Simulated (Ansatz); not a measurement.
```yaml
crystal:
  lattice:
    - [0.00000, 2.54196, 2.54196]
    - [2.54196, 0.00000, 2.54196]
    - [2.54196, 2.54196, 0.00000]
  atoms:
    - { symbol: S, position: [0.00000, 0.00000, 0.00000] }
    - { symbol: Mg, position: [0.50000, 0.50000, 0.50000] }
```

The pressure is 5 GPa. The structure is held there; whether it is the stable one at that pressure was not tested.

**Question.** By how much do the lattice constants and the volume change from 300 K to 975 K (quasi-harmonic lattice dynamics, PBEsol density-functional theory in Ansatz (plane waves, PAW)), and how far does the bulk modulus soften?

**Answer.** a by 0.96 %, the volume by 2.91 %; B_T goes from 92.7 to 80.0 GPa. The crystal is held in this phase throughout; melting and phase transitions are not modelled.

The PAW data sets were generated under PBE and serve the other functionals too.

Ansatz is a first-principles code.
